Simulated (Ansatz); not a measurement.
The reference is Mg$_{3}$Sb$_{2}$ (space group P-3m1, No. 164; a = 4.567 Å, c = 7.247 Å).

The other end (x = 1) is Mg3Sn2 (space group P-3m1, No. 164; a hypothetical phase, not in the database extracts checked): 25.93 Å³/atom, gap zero; this end may not be an ambient phase.

All numbers come from plane-wave PAW DFT at the r2SCAN level (Ansatz, a first-principles code, 500 eV), no spin-orbit coupling.

Sn replaces a fraction x of Sb; each row is one arrangement (x, atoms in the cell, starting space group or random), fully relaxed.

One change was made to it. Results:

The band gap goes from 0.61 eV to zero; the shortest interatomic distance grows by 0.062 bohr, from 5.328 bohr to 5.390 bohr.

Problem. Which of these changes matches the shifts?
A. x(Sn) = 0.5, 5 atoms, P3m1
B. x(Sn) = 0.5, 10 atoms, P2_1/m
C. x(Sn) = 0.25, 10 atoms, P3m1
D. x(Sn) = 0.5, 10 atoms, C2/m

Solution. B, x(Sn) = 0.5, 10 atoms, P2_1/m. For comparison, the shortest interatomic distance in the other runs: x(Sn) = 0.25, 10 atoms, P3m1 gives 5.313 bohr; x(Sn) = 0.5, 5 atoms, P3m1 gives 5.355 bohr; x(Sn) = 0.5, 10 atoms, C2/m gives 5.331 bohr.

These are small ordered cells, not random alloys; other orderings at the same x differ. With Sb present, leaving out spin-orbit coupling can change the band edges. Stability against distortions was not tested. All final runs are without spin polarisation. An odd electron count without spin: Mg6SnSb3 and Mg3SnSb.
